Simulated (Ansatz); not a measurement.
An Ansatz (a first-principles code) input for TiO2 (rutile start, 48-atom cell) (held in this type by symmetry, stable or not):

Ansatz 0.2 input:
```yaml
crystal:
  lattice:
    - [9.3, 0.0, 0.0]
    - [0.0, 9.3, 0.0]
    - [0.0, 0.0, 5.94]
  atoms:
    - { symbol: Ti, position: [0.0, 0.0, 0.0] }
    - { symbol: Ti, position: [0.0, 0.0, 0.5] }
    - { symbol: Ti, position: [0.0, 0.5, 0.0] }
    - { symbol: Ti, position: [0.0, 0.5, 0.5] }
    - { symbol: Ti, position: [0.5, 0.0, 0.0] }
    - { symbol: Ti, position: [0.5, 0.0, 0.5] }
    - { symbol: Ti, position: [0.5, 0.5, 0.0] }
    - { symbol: Ti, position: [0.5, 0.5, 0.5] }
    - { symbol: Ti, position: [0.25, 0.25, 0.25] }
    - { symbol: Ti, position: [0.25, 0.25, 0.75] }
    - { symbol: Ti, position: [0.25, 0.75, 0.25] }
    - { symbol: Ti, position: [0.25, 0.75, 0.75] }
    - { symbol: Ti, position: [0.75, 0.25, 0.25] }
    - { symbol: Ti, position: [0.75, 0.25, 0.75] }
    - { symbol: Ti, position: [0.75, 0.75, 0.25] }
    - { symbol: Ti, position: [0.75, 0.75, 0.75] }
    - { symbol: O, position: [0.1525, 0.1525, 0.0] }
    - { symbol: O, position: [0.1525, 0.1525, 0.5] }
    - { symbol: O, position: [0.1525, 0.6525, 0.0] }
    - { symbol: O, position: [0.1525, 0.6525, 0.5] }
    - { symbol: O, position: [0.6525, 0.1525, 0.0] }
    - { symbol: O, position: [0.6525, 0.1525, 0.5] }
    - { symbol: O, position: [0.6525, 0.6525, 0.0] }
    - { symbol: O, position: [0.6525, 0.6525, 0.5] }
    - { symbol: O, position: [0.0975, 0.4025, 0.25] }
    - { symbol: O, position: [0.0975, 0.4025, 0.75] }
    - { symbol: O, position: [0.0975, 0.9025, 0.25] }
    - { symbol: O, position: [0.0975, 0.9025, 0.75] }
    - { symbol: O, position: [0.5975, 0.4025, 0.25] }
    - { symbol: O, position: [0.5975, 0.4025, 0.75] }
    - { symbol: O, position: [0.5975, 0.9025, 0.25] }
    - { symbol: O, position: [0.5975, 0.9025, 0.75] }
    - { symbol: O, position: [0.4025, 0.0975, 0.25] }
    - { symbol: O, position: [0.4025, 0.0975, 0.75] }
    - { symbol: O, position: [0.4025, 0.5975, 0.25] }
    - { symbol: O, position: [0.4025, 0.5975, 0.75] }
    - { symbol: O, position: [0.9025, 0.0975, 0.25] }
    - { symbol: O, position: [0.9025, 0.0975, 0.75] }
    - { symbol: O, position: [0.9025, 0.5975, 0.25] }
    - { symbol: O, position: [0.9025, 0.5975, 0.75] }
    - { symbol: O, position: [0.3475, 0.3475, 0.0] }
    - { symbol: O, position: [0.3475, 0.3475, 0.5] }
    - { symbol: O, position: [0.3475, 0.8475, 0.0] }
    - { symbol: O, position: [0.3475, 0.8475, 0.5] }
    - { symbol: O, position: [0.8475, 0.3475, 0.0] }
    - { symbol: O, position: [0.8475, 0.3475, 0.5] }
    - { symbol: O, position: [0.8475, 0.8475, 0.0] }
    - { symbol: O, position: [0.8475, 0.8475, 0.5] }
basis:
  ecutwfc: 420
  ecutrho_ratio: 4
  xc_grid: 2
kpoints:
  mp_grid: { grid: [4, 4, 5] }
hamiltonian:
  xc: pbe
  dispersion: none
  pseudopotentials: { kind: paw }
scf:
  n_extra_bands: 49
  occupations: { method: fermi_dirac, width: 0.05 }
output:
  forces: true
  stress: true
relax:
  f_tol: 0.03
  max_steps: 90
  cell: { stress_tol: 0.15 }
```

Computed with PBE (plane waves to 420 eV, PAW; Ansatz). Scalar-relativistic, without spin–orbit coupling; the runs are not spin-polarised. Its k-point mesh 4×4×5, Fermi–Dirac width 0.05 eV.

**Question.** What does the end of the output print (band table and long remarks left out, numbers rounded to eight decimals)?

**Answer.** 
```
SCF converged after 6 iterations
Free energy (F): -58218.442012 eV
Harris-Foulkes:  -58218.442012 eV  (|F-HF|=7.28e-12)
Internal energy: -58218.442012 eV  (E = F + TS)
E sigma→0 (E₀):  -58218.442012 eV
Fermi energy:    9.668823 eV
--- Per-component energies (eV) ---
  E_band       = -3255.274385
  E_kinetic    = 9952.088484
  E_local      = -25041.479662  (includes V_loc(G=0)·N_el)
  E_nonlocal   = 1570.078659
  E_hartree    = 9524.533281
  E_xc         = -3936.755080
  E_vxc        = -4985.317017  (∫ρ·V_xc dr)
  E_paw        = -21771.592122  (= ΣΔE_a)
  E_vpaw       = -3799.793410  (= ΣTr[D̂ρ^β])
  E_aug_tail   = 0.081950  (compensation charges beyond the density's cutoff)
  E_ewald      = -28515.397523
  E_smearing   = 0.000000  (= −TS)
  E_closure    = 0.000000  (closes the sum)
  Σ components = -58218.442012   (vs F -58218.442012, Δ=0.00e0)
--- Forces (eV/Å), atoms counted from 1 ---
  atom   1  Ti     0.00000000    0.00000000    0.00000000
  atom   2  Ti    0.00000000     0.00000000    0.00000000
  atom   3  Ti    0.00000000    0.00000000    0.00000000
  atom   4  Ti    0.00000000    0.00000000     0.00000000
  atom   5  Ti     0.00000000     0.00000000     0.00000000
  atom   6  Ti     0.00000000    0.00000000    0.00000000
  atom   7  Ti     0.00000000    0.00000000     0.00000000
  atom   8  Ti    0.00000000     0.00000000    0.00000000
  atom   9  Ti     0.00000000    0.00000000     0.00000000
  atom  10  Ti     0.00000000     0.00000000    0.00000000
  atom  11  Ti     0.00000000    0.00000000     0.00000000
  atom  12  Ti     0.00000000    0.00000000     0.00000000
  atom  13  Ti    0.00000000     0.00000000     0.00000000
  atom  14  Ti    0.00000000    0.00000000    0.00000000
  atom  15  Ti     0.00000000     0.00000000    0.00000000
  atom  16  Ti    0.00000000    0.00000000    0.00000000
  atom  17  O      0.00431176     0.00431176    0.00000000
  atom  18  O      0.00431176     0.00431176    0.00000000
  atom  19  O      0.00431176     0.00431176    0.00000000
  atom  20  O      0.00431176     0.00431176    0.00000000
  atom  21  O      0.00431176     0.00431176    0.00000000
  atom  22  O      0.00431176     0.00431176    0.00000000
  atom  23  O      0.00431176     0.00431176    0.00000000
  atom  24  O      0.00431176     0.00431176    0.00000000
  atom  25  O     -0.00431176     0.00431176     0.00000000
  atom  26  O     -0.00431176     0.00431176     0.00000000
  atom  27  O     -0.00431176     0.00431176     0.00000000
  atom  28  O     -0.00431176     0.00431176     0.00000000
  atom  29  O     -0.00431176     0.00431176     0.00000000
  atom  30  O     -0.00431176     0.00431176     0.00000000
  atom  31  O     -0.00431176     0.00431176     0.00000000
  atom  32  O     -0.00431176     0.00431176     0.00000000
  atom  33  O      0.00431176    -0.00431176    0.00000000
  atom  34  O      0.00431176    -0.00431176    0.00000000
  atom  35  O      0.00431176    -0.00431176    0.00000000
  atom  36  O      0.00431176    -0.00431176    0.00000000
  atom  37  O      0.00431176    -0.00431176    0.00000000
  atom  38  O      0.00431176    -0.00431176    0.00000000
  atom  39  O      0.00431176    -0.00431176    0.00000000
  atom  40  O      0.00431176    -0.00431176    0.00000000
  atom  41  O     -0.00431176    -0.00431176     0.00000000
  atom  42  O     -0.00431176    -0.00431176     0.00000000
  atom  43  O     -0.00431176    -0.00431176     0.00000000
  atom  44  O     -0.00431176    -0.00431176     0.00000000
  atom  45  O     -0.00431176    -0.00431176     0.00000000
  atom  46  O     -0.00431176    -0.00431176     0.00000000
  atom  47  O     -0.00431176    -0.00431176     0.00000000
  atom  48  O     -0.00431176    -0.00431176     0.00000000
  max |Σ_I F_I| component: 1.30e-17 eV/Å
--- Stress (GPa, compression-positive) ---
       -0.006794      0.000000       0.000000
        0.000000      -0.006794       0.000000
        0.000000       0.000000      -0.077806
  P = ⅓ Tr σ = -0.0305 GPa (-0.305 kbar)
--- Relaxed structure (3 steps of the walk, 3 accepted, 1 SCFs on fresh bases) ---
  F+E_penalty+E_count = -58218.44201240 eV   max|allowed force component| = 4.312e-3 eV/Å   (the final SCF, on the basis selected at the relaxed cell)
  cell:  # Å, volume = 511.2497 Å³
    - [9.28616195, 0.0, 0.0]
    - [0.0, 9.28616195, 0.0]
    - [0.0, 0.0, 5.92871426]
  atoms:
    - { symbol: Ti, position: [0.0, 0.0, 0.0] }
    - { symbol: Ti, position: [0.0, 0.0, 0.50000000] }
    - { symbol: Ti, position: [0.0, 0.5, 0.0] }
    - { symbol: Ti, position: [0.0, 0.5, 0.50000000] }
    - { symbol: Ti, position: [0.5, 0.0, 0.0] }
    - { symbol: Ti, position: [0.5, 0.0, 0.50000000] }
    - { symbol: Ti, position: [0.5, 0.5, 0.0] }
    - { symbol: Ti, position: [0.5, 0.5, 0.50000000] }
    - { symbol: Ti, position: [0.25, 0.25, 0.25000000] }
    - { symbol: Ti, position: [0.25, 0.25, 0.75000000] }
    - { symbol: Ti, position: [0.25, 0.75000000, 0.25000000] }
    - { symbol: Ti, position: [0.25, 0.75000000, 0.75000000] }
    - { symbol: Ti, position: [0.75000000, 0.25, 0.25000000] }
    - { symbol: Ti, position: [0.75000000, 0.25, 0.75000000] }
    - { symbol: Ti, position: [0.75000000, 0.75000000, 0.25000000] }
    - { symbol: Ti, position: [0.75000000, 0.75000000, 0.75000000] }
    - { symbol: O, position: [0.15254086, 0.15254086, 0.0] }
    - { symbol: O, position: [0.15254086, 0.15254086, 0.50000000] }
    - { symbol: O, position: [0.15254086, 0.65254086, 0.0] }
    - { symbol: O, position: [0.15254086, 0.65254086, 0.50000000] }
    - { symbol: O, position: [0.65254086, 0.15254086, 0.0] }
    - { symbol: O, position: [0.65254086, 0.15254086, 0.50000000] }
    - { symbol: O, position: [0.65254086, 0.65254086, 0.0] }
    - { symbol: O, position: [0.65254086, 0.65254086, 0.50000000] }
    - { symbol: O, position: [0.09745914, 0.40254086, 0.25000000] }
    - { symbol: O, position: [0.09745914, 0.40254086, 0.75000000] }
    - { symbol: O, position: [0.09745914, 0.90254086, 0.25000000] }
    - { symbol: O, position: [0.09745914, 0.90254086, 0.75000000] }
    - { symbol: O, position: [0.59745914, 0.40254086, 0.25000000] }
    - { symbol: O, position: [0.59745914, 0.40254086, 0.75000000] }
    - { symbol: O, position: [0.59745914, 0.90254086, 0.25000000] }
    - { symbol: O, position: [0.59745914, 0.90254086, 0.75000000] }
    - { symbol: O, position: [0.40254086, 0.09745914, 0.25000000] }
    - { symbol: O, position: [0.40254086, 0.09745914, 0.75000000] }
    - { symbol: O, position: [0.40254086, 0.59745914, 0.25000000] }
    - { symbol: O, position: [0.40254086, 0.59745914, 0.75000000] }
    - { symbol: O, position: [0.90254086, 0.09745914, 0.25000000] }
    - { symbol: O, position: [0.90254086, 0.09745914, 0.75000000] }
    - { symbol: O, position: [0.90254086, 0.59745914, 0.25000000] }
    - { symbol: O, position: [0.90254086, 0.59745914, 0.75000000] }
    - { symbol: O, position: [0.34745914, 0.34745914, 0.0] }
    - { symbol: O, position: [0.34745914, 0.34745914, 0.50000000] }
    - { symbol: O, position: [0.34745914, 0.84745914, 0.0] }
    - { symbol: O, position: [0.34745914, 0.84745914, 0.50000000] }
    - { symbol: O, position: [0.84745914, 0.34745914, 0.0] }
    - { symbol: O, position: [0.84745914, 0.34745914, 0.50000000] }
    - { symbol: O, position: [0.84745914, 0.84745914, 0.0] }
    - { symbol: O, position: [0.84745914, 0.84745914, 0.50000000] }
```

Cost: very roughly 7 core-minutes.
